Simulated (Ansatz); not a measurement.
## hypothetical P-6m2 GaN with two functionals, pressure 5 GPa

Start from GaN (space group P-6m2, No. 187; a = 2.980 Å, c = 2.685 Å; a hypothetical phase, not in the database extracts checked).

(Cell as relaxed with PBE.)

Levels (all Ansatz, a first-principles code, PAW): PBE (420 eV, spin-orbit coupling left out); PBEsol (420 eV, without spin-orbit coupling).

Each level relaxes its own structure.

```tsv
base	PBE	PBEsol
volume per atom	10.32 Å³	9.94 Å³
lattice parameter a	5.631 bohr	5.555 bohr
band gap	zero	zero
```

Perturbation: cell and atoms relaxed at a pressure of 5 GPa.

```tsv
quantity	PBE	PBEsol
c/a ratio	0.904	?
volume per atom	10.04 Å³	?
```

Question: Predict the PBEsol column.

Answer: 
- c/a ratio, PBEsol: 0.906
- volume per atom, PBEsol: 9.69 Å³

PBE's c/a ratio lies 0.002 below PBEsol's; PBE's volume per atom lies 0.345 Å³ above PBEsol's (3.6 %). Neither level is exact; PBEsol is the comparison here, not a measurement.

Load acts through the strain it causes; cell and atoms are relaxed under it. Whether these cells are dynamically stable was not tested. Competing high-pressure phases were not computed. The final runs are not spin-polarised.
